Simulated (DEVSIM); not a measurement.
Device: Mo/SiON/SiO2/p-Si capacitor, at 300 K.

Layer 1 from the left is SiON, thickness (nm) 4.00. Layer 2 from the left is SiO2, thickness (nm) 0.530. Layer 3 from the left is Si, thickness (nm) 4400, Na (cm⁻³) 8.5e14.

Metal gate on the left, work function 4.6 eV. Fixed charge at the semiconductor interface 1.2e11 cm⁻² (in units of +e); no interface traps.

The device is made up for the run: typed textbook-type constants, with dimensions and the other settings drawn at random. Values at 300 K.

SiON: gap (eV) 7, affinity (eV) 1.4, permittivity 5.5. SiO2: gap (eV) 9, affinity (eV) 0.9, permittivity 3.9. Si: gap (eV) 1.124, affinity (eV) 4.05, permittivity 11.7, Nc (cm⁻³) 2.86e19, Nv (cm⁻³) 3.1e19.

**Question.** Estimate by hand the flat-band voltage, the threshold voltage, and compare with a numerical solution.

**Answer.** 
- Flat-band voltage: C = 1.03 μF/cm², work-function difference -0.302 V; VFB = φms − qNf/C = -0.32 V; numerical -0.32 V.
- Threshold voltage: φF = 0.291 V, depletion charge √(4εqNφF) = 1.28e-8 C/cm²; VT = VFB + 2φF + Qd/C = 0.27 V; numerical 0.27 V.

DEVSIM, 1D Poisson equation in equilibrium, Boltzmann statistics, complete ionisation; no quantum confinement or tunnelling. Metal contacts follow the ideal Schottky-Mott rule: no Fermi-level pinning, no interface dipoles.
